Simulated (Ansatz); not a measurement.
# Response to strain in Mg2Sn

Base system: Mg₂Sn (space group Fm-3m, No. 225; relaxed with 0.1 eV smearing).

```yaml
crystal:
  lattice:
    - [0.00000, 3.37356, 3.37356]
    - [3.37356, 0.00000, 3.37356]
    - [3.37356, 3.37356, 0.00000]
  atoms:
    - { symbol: Mg, position: [0.25000, 0.25000, 0.25000] }
    - { symbol: Mg, position: [0.75000, 0.75000, 0.75000] }
    - { symbol: Sn, position: [0.00000, 0.00000, 0.00000] }
```

Cartesian axes are those of the cell as printed.

Strains are applied to the cell and any free atomic positions relax; under biaxial strain the out-of-plane vector relaxes too.

Calculations: Ansatz (an electronic-structure program) PBEsol, no spin-orbit coupling.

Notes on the quantities. energy relative to the base: free energy F.

```csv
"biaxial strain, plane normal [111], relaxed out of plane (%)",energy relative to the base (meV/atom)
0,0.0
0.42,0.3
0.83,1.0
1.25,2.3
1.67,?
2.08,6.2
2.5,8.9
```

Question: Fit ΔE = Aε² + Bε³ (ε in %) to the rows shown and predict the withheld row.

Answer: Least squares on the printed values gives A = 1.50 and B = -0.031 meV/atom (largest residual 0.0 meV/atom); this predicts 4.0 meV/atom, and the run gives 4.1 meV/atom, in agreement.

Stability against distortions was not tested.
